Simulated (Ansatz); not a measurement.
**ZnGeP2, response to strain**

The parent structure is ZnGeP2 in the chalcopyrite structure (space group I-42d, No. 122; a = 5.424 Å, c = 10.710 Å). Axes: x, y, z lie along a, b, c of the conventional cell.

Strains are applied to the cell and any free atomic positions relax; under biaxial strain the out-of-plane vector relaxes too.

Calculations: Ansatz (a quantum-chemistry and plane-wave program), PBEsol, PAW, cutoff 420 eV, no SOC.

Candidates:
(a) biaxial strain −0.75 %, plane normal [001], relaxed out of plane
(b) biaxial strain −3.00 %, plane normal [001], relaxed out of plane
(c) biaxial strain −2.25 %, plane normal [001], relaxed out of plane

Base values:

| Item | Value |
|---|---|
| Band gap | 1.07 eV |

Order them by band gap, highest first.

(a) biaxial strain −0.75 %, plane normal [001], relaxed out of plane (1.08 eV), (c) biaxial strain −2.25 %, plane normal [001], relaxed out of plane (0.93 eV), (b) biaxial strain −3.00 %, plane normal [001], relaxed out of plane (0.85 eV)

Whether these cells are dynamically stable was not tested.
